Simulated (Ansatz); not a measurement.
Consider Rh in the fcc (Cu type) structure (space group Fm-3m, No. 225; relaxed with 0.1 eV smearing).

```
CELL_PARAMETERS angstrom
      0.00000     1.90077     1.90077
      1.90077     0.00000     1.90077
      1.90077     1.90077     0.00000
ATOMIC_POSITIONS crystal
  Rh 0.00000 0.00000 0.00000
```

Cartesian axes are those of the cell as printed.

Computed with Kohn–Sham DFT with the r2SCAN functional, run in Ansatz (an electronic-structure program) with PAW and 500 eV plane waves, without spin-orbit coupling.

Perturbation: every lattice vector is stretched by 1.13 %; the atoms relax in the strained cell.

Q: Predict the stress tensor and what it implies for the stiffness.

A: Stress of the strained cell less that of the base (GPa, compression positive):
```
   -8.6     0.0     0.0
    0.0    -8.6     0.0
    0.0     0.0    -8.6
```

Then B = −ΔP/(ΔV/V₀) with ΔV/V₀ = 0.0343 gives secant stiffness values (nonlinear terms included at this strain): B ≈ 252 GPa.

As a check, the harmonic strain energy −½ V₀ Δσ:ε is 13 meV/atom; the computed energy rise is 13 meV/atom.

Stability against distortions was not tested. All final runs are without spin polarisation. Rh lies near a magnetic instability that expansion can trigger; it was not tested.
